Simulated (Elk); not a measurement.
## Elk run on Pd (Fm-3m, 1 atom in the cell): self-consistent single point

Computed with PBE, all-electron FP-LAPW, Elk's shipped species files, LAPW+lo basis (Elk).

This input was run:

```
tasks
  0

xctype
  20

rgkmax
  7.5

gmaxvr
  14.0

nxoapwlo
  1

rmtscf
  0.94

stype
  3

swidth
  0.00367493

avec
    0.0000000000    3.6865438643    3.6865438643
    3.6865438643    0.0000000000    3.6865438643
    3.6865438643    3.6865438643    0.0000000000

sppath
  'species/'

atoms
  1   : nspecies
  'Pd.in'   : spfname
  1   : natoms; atposl, bfcmt below
  0.0000000000  0.0000000000  0.0000000000    0.0 0.0 0.0

ngridk
  10 10 10
```

Log, with long lists cut:

```
│ Elk code version 10.2.4 │

All units are atomic (Hartree, Bohr, etc.)

│ Ground-state run starting from atomic densities │

Lattice vectors :
   0.000000000       3.686543864       3.686543864
   3.686543864       0.000000000       3.686543864
   3.686543864       3.686543864       0.000000000

Unit cell volume      :    100.2047278
Brillouin zone volume :    2.475434231

Muffin-tin inner radius fraction :   0.1000000000E-01

Nuclei treated as point charges

Species :    1 (Pd)
 parameters loaded from : Pd.in
 name : palladium
 nuclear charge    :   -46.00000000
 electronic charge :    46.00000000
 atomic mass :    193991.7925
 muffin-tin radius :    2.444000000
 number of radial points in muffin-tin :    497
 atomic positions (lattice), magnetic fields (Cartesian) :
   1 :   0.00000000  0.00000000  0.00000000    0.00000000  0.00000000  0.00000000

Total number of atoms per unit cell :    1

Spin treatment :
 spin-unpolarised

Number of Bravais lattice symmetries :   48
Number of crystal symmetries         :   48
Crystal has inversion symmetry
Real symmetric eigensolver will be used

k-point grid :     10    10    10
k-point offset :    0.000000000       0.000000000       0.000000000
k-point set is reduced with full crystal symmetry group
Total number of k-points :       47

Muffin-tin radius times maximum |G+k| :    7.500000000
 using average radius
Maximum |G+k| for APW functions       :    3.068739771
Maximum (1/2)|G+k|²                   :    4.708581891
Maximum |G| for potential and density :    14.00000000
 potential will be trimmed for |G| > 2 gkmax
Constant for pseudocharge density :    9
Radial integration step length :    4

G-vector grid sizes :     24    24    24
Number of G-vectors :     4645

Maximum angular momentum used for
 APW functions                      :    8
 outer part of muffin-tin           :    6
 inner part of muffin-tin           :    1

Total nuclear charge    :   -46.00000000
Total core charge       :    28.00000000
Total valence charge    :    18.00000000
Total excess charge     :    0.000000000
Total electronic charge :    46.00000000

Effective Wigner radius, rₛ :   0.8041688701

Number of empty states         :    4
Total number of valence states :   13
Total number of core states    :   28

Total number of local-orbitals :   18

Exchange-correlation functional :     20     0     0
 Perdew-Burke-Ernzerhof, Phys. Rev. Lett. 77, 3865 (1996)
 gradient requirement :    1
 generalised gradient approximation (GGA)

Smearing type :    3
 Fermi-Dirac
Smearing width :   0.3674930000E-02
Effective electronic temperature (K) :    1160.451112

Mixing type :    3
 Broyden mixing, J. Phys. A: Math. Gen. 17, L317 (1984)

Kohn-Sham potential initialised from atomic data

│ Self-consistent loop started │
│ Loop number : 1 │
 total energy                :     -5038.58879608
│ Loop number : 2 │
 total energy                :     -5039.00402492
RMS change in Kohn-Sham potential (target) :   0.2813797789     (  0.1000000000E-05)
Absolute change in total energy (target)   :   0.4152288452     (  0.1000000000E-03)
│ Loop number : 3 │
 total energy                :     -5041.05021897
RMS change in Kohn-Sham potential (target) :   0.2269629231     (  0.1000000000E-05)
Absolute change in total energy (target)   :    2.150001259     (  0.1000000000E-03)
│ Loop number : 4 │
 total energy                :     -5041.86889688
RMS change in Kohn-Sham potential (target) :   0.2012130249     (  0.1000000000E-05)
Absolute change in total energy (target)   :    1.356178228     (  0.1000000000E-03)
│ Loop number : 5 │
 total energy                :     -5043.94919311
RMS change in Kohn-Sham potential (target) :   0.1231575028     (  0.1000000000E-05)
Absolute change in total energy (target)   :    2.419340778     (  0.1000000000E-03)
│ Loop number : 6 │
 total energy                :     -5046.05228730
RMS change in Kohn-Sham potential (target) :   0.4202666219E-01 (  0.1000000000E-05)
Absolute change in total energy (target)   :    2.707929387     (  0.1000000000E-03)
│ Loop number : 7 │
 total energy                :     -5047.13122807
RMS change in Kohn-Sham potential (target) :   0.1862273627E-02 (  0.1000000000E-05)
Absolute change in total energy (target)   :    1.755923122     (  0.1000000000E-03)
│ Loop number : 8 │
 total energy                :     -5047.14453419
RMS change in Kohn-Sham potential (target) :   0.7954115245E-03 (  0.1000000000E-05)
Absolute change in total energy (target)   :   0.4522868957     (  0.1000000000E-03)
│ Loop number : 9 │
 total energy                :     -5047.14386780
RMS change in Kohn-Sham potential (target) :   0.3727250188E-03 (  0.1000000000E-05)
Absolute change in total energy (target)   :   0.1124053342     (  0.1000000000E-03)
│ Loop number : 10 │
 total energy                :     -5047.15013716
RMS change in Kohn-Sham potential (target) :   0.9179674735E-04 (  0.1000000000E-05)
Absolute change in total energy (target)   :   0.3437069473E-01 (  0.1000000000E-03)
│ Loop number : 11 │
 total energy                :     -5047.15521632
RMS change in Kohn-Sham potential (target) :   0.1961132529E-04 (  0.1000000000E-05)
Absolute change in total energy (target)   :   0.1367183404E-01 (  0.1000000000E-03)
│ Loop number : 12 │
 total energy                :     -5047.15552930
RMS change in Kohn-Sham potential (target) :   0.4521181058E-05 (  0.1000000000E-05)
Absolute change in total energy (target)   :   0.3730941197E-02 (  0.1000000000E-03)
│ Loop number : 13 │
 total energy                :     -5047.15545785
RMS change in Kohn-Sham potential (target) :   0.2335529016E-05 (  0.1000000000E-05)
Absolute change in total energy (target)   :   0.8612831689E-03 (  0.1000000000E-03)
│ Loop number : 14 │
 total energy                :     -5047.15536965
RMS change in Kohn-Sham potential (target) :   0.3458425889E-06 (  0.1000000000E-05)
Absolute change in total energy (target)   :   0.1271234823E-03 (  0.1000000000E-03)
│ Loop number : 15 │
 total energy                :     -5047.15536144
RMS change in Kohn-Sham potential (target) :   0.1702969740E-06 (  0.1000000000E-05)
Absolute change in total energy (target)   :   0.2356496771E-04 (  0.1000000000E-03)
Convergence targets achieved

│ Loop number : 16 │

Energies :
 Fermi                       :     0.322281941634
 sum of eigenvalues          :     -3014.94555916
 electron kinetic            :      5269.99702937
 core electron kinetic       :      5097.99799852
 Coulomb                     :     -10172.8511970
 Coulomb potential           :     -8096.84017851
 nuclear-nuclear             :     -514.495809058
 electron-nuclear            :     -11219.8705973
 Hartree                     :      1561.51520940
 Madelung                    :     -6124.43110772
 xc potential                :     -188.102410019
 exchange                    :     -141.865512974
 correlation                 :     -2.43365701661
 electron entropic           :    -0.202200480787E-02
 total energy                :     -5047.15535960

Density of states at Fermi energy :    46.13467497
 (states/Hartree/unit cell)

Estimated indirect band gap :   0.1962091905E-02
 from k-point     19 to k-point     46
Estimated direct band gap   :   0.1349673212E-01
 at k-point     31

Charges :
 core                        :    28.00000000
 valence                     :    18.00000000
 interstitial                :    1.305338558
 muffin-tins (core leakage)
  species :    1 (Pd)
   atom    1                 :    44.69466144     (  0.1742811406E-07)
 total in muffin-tins        :    44.69466144
 total calculated charge     :    46.00896247
 total charge                :    46.00000000
 error                       :   0.8962467542E-02

│ Self-consistent loop stopped │
```

The run converged in 16 iterations. The count includes the last loop, which Elk runs after its targets are met.

The starting cell has typed, rounded lattice constants, without a prior relaxation at this level. Its lattice was rescaled by up to half a per cent. Spin polarisation is off. Values depend on the basis (sphere radii, cutoffs, local orbitals), which need not be converged. The log's line on a gap gives a spacing of levels on this mesh, which the program prints for metals too.
